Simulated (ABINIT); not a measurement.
**Pressure against volume in rock-salt PbTe (space group 225) (ABINIT, PBEsol)**

```
CELL_PARAMETERS angstrom
      0.00000     3.13622     3.13622
      3.13622     0.00000     3.13622
      3.13622     3.13622     0.00000
ATOMIC_POSITIONS crystal
  Te 0.50000 0.50000 0.50000
  Pb 0.00000 0.00000 0.00000
```

Computed with PBEsol, norm-conserving pseudopotentials (PseudoDojo nc-sr-04 PBEsol standard) (plane waves; ABINIT 10.0.3). Settings: pseudos = [Te.upf, Pb.upf]; ecut = 53 Ha; occopt = 3; tsmear = 0.00036749 Ha; ngkpt = 9 9 9; nshiftk = 1; shiftk = 0 0 0; potentials = PseudoDojo nc-sr-04 PBEsol standard; nband = 21; kptopt = 1; nstep = 100; tolvrs = 1e-12. The cell above is the first row's. The rows scale it uniformly. In all rows fractional positions and the k mesh are held.

| V (Å^3/atom) | P (GPa) |
|---|---|
| 30.8474 | 4.20 |
| 31.5180 | 2.90 |
| 32.1886 | 1.74 |
| 32.8592 | 0.70 |
| 33.5298 | -0.23 |
| 34.2004 | -1.06 |
| 34.8710 | -1.81 |
| 35.5416 | -2.47 |
| 36.2122 | ? |

Q: Using a cubic, estimate the missing P at V = 36.2122 from the other rows, showing the fit.

A: With u = V - 33.2, the rows have u = -2.3526, -1.6820, -1.0114, -0.3408, 0.3298, 1.0004, 1.6710, 2.3416. Least squares gives P = 0.213 - 1.3852·u + 0.11651·u² - 0.00628·u³. Residuals (row less fit): 0.002, -0.002, 0.000, 0.001, 0.001, 0.002, -0.004, 0.002; standard error 0.003 (degrees of freedom: 4). The fitted pressure is zero at V0 = 33.36, where dP/dV = -1.349, so B0 = -V0·dP/dV = 45.0 GPa. At the withheld row, u = 3.0122, so P = 0.213 - 1.3852 × 3.0122 + 0.11651 × 3.0122² - 0.00628 × 3.0122³ = -3.074 GPa. The calculation gives -3.07 GPa, which the fit meets to the printed digits. The row lies outside the fitted rows, so this is an extrapolation. From the scatter of the fitted rows alone, a prediction at this place has a standard error of 0.009 GPa, so the miss is 0.5 times that.

Carrying the step between the two nearest rows on in a straight line would have given -3.13, off by 0.06; series whose last step already gives the withheld value aren't shown. The scan was laid around a cell of about the measured size, scaled by a guess for this functional. The runs keep the symmetry of the cell, so they don't test it for distortions. The PBEsol files for Pb and Te were generated anew from PseudoDojo's inputs, some of which were changed. Spin-orbit coupling is off. Cutoffs and mesh are single choices, not tested for convergence of this quantity. Series with a scatter that would blur these digits, or in which a gap closes, are not shown.
